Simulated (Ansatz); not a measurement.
Response to strain in Hf

Consider Hf in the hcp (Mg type) structure (space group P6_3/mmc, No. 194; relaxed with 0.1 eV smearing).

```
Hf
1.0
    3.20400     0.00000     0.00000
   -1.60200     2.77474     0.00000
    0.00000     0.00000     5.07257
Hf
2
Cartesian
  0.00000   1.84983   3.80443
  1.60200   0.92491   1.26814
```

Cartesian axes are those of the cell as printed.

Strains are applied to the cell and any free atomic positions relax; under biaxial strain the out-of-plane vector relaxes too.

Calculations: Kohn–Sham DFT with the PBE functional, run in Ansatz (a quantum-chemistry and plane-wave program) with PAW and 420 eV plane waves, scalar-relativistic without spin-orbit coupling.

```tsv
biaxial strain, plane normal [001], relaxed out of plane (%)	out-of-plane strain (%)
-4.54	3.56
-3.36	?
-0.65	0.45
-0.48	0.33
0	0.00
```

### Question
Fit ε⊥ = −νε + γε² (strains in %) to the rows shown and predict the withheld row.

### Answer
Least squares on the printed values gives ν = 0.68 (the biaxial Poisson response) and γ = 0.024 (largest residual 0.00 %); this predicts 2.54 %, and the run gives 2.51 %, 0.03 lower.

No phonon test of stability was made. All final runs are without spin polarisation.
